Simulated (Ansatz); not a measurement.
**Defect calculation: Si on the Ga site (broken-bond start) in beta Ga2O3**

Method: PBE, PAW (plane waves to 420 eV; Ansatz, a quantum-chemistry and plane-wave program). Cell: 120 sites, 1×3×2 repeats of a cell of 20 atoms; final energies on a 2×2×2 shifted mesh. Sites at the start: the Ga(1) site; started 0.95 Å off site, one bond broken. Finite-size correction: monopole term and site-potential alignment. Dielectric constants: PBE linear response of the host. Host gap at this level: 2.01 eV. Finite-size and sampling errors can reach tenths of an eV here. The semilocal functional narrows the gap, so deep levels can fall outside it. Spin–orbit coupling is left out. Each state is the lowest found from its start.

Formation energies E_f are given with the Fermi level at the valence-band maximum. Chemical conditions: Ga-rich (Δμ(Ga) = 0.00 eV, Δμ(Si) = -2.27 eV, bounded by alpha cristobalite; only phases computed here count, gases as isolated molecules at 0 K); O-rich (Δμ(Ga) = -4.56 eV, Δμ(Si) = -8.35 eV, bounded by alpha cristobalite; only phases computed here count, gases as isolated molecules at 0 K). Reference phases: Ga: alpha gallium, Si: silicon.

Charges with a result: +1, 0, −1. Others weren't obtained, and one of them could lie lower, also by skipping a charge.

```
charge         moment (μB)  point group  largest move off a lattice site (Å)  image correction with alignment (eV)  E_f, Ga-rich (eV)  E_f, O-rich (eV)
------  ------------------  -----------  -----------------------------------  ------------------------------------  -----------------  ----------------
+1      not spin-polarised           Cs                                 0.24                                  0.09              -1.79             -0.27
0*                quenched           Cs                                 0.23                                     –                  –                 –
−1*     not spin-polarised           Cs                                 0.24                                     –                  –                 –
```

* At this level the carrier isn't localised at the defect: at charge 0 electrons occupy the conduction band; at charge −1 electrons occupy the conduction band. Such a state is shallow or no state of the defect, and this cell gives it no level.

Point groups are those of the whole cell at tolerances of 0.03 and 0.1 Å ("near" where only the looser one holds); none is given for unsettled states.

Starting moments that weren't kept: charge 0 began with 1 μB and ended with 0.0.

No other site or start that was run ended lower by more than 0.1 eV.

Flagged in the runs: a doubtful potential alignment, a host whose relaxation on this sampling wasn't shown to rest, a strain field that reaches the edge of the cell.
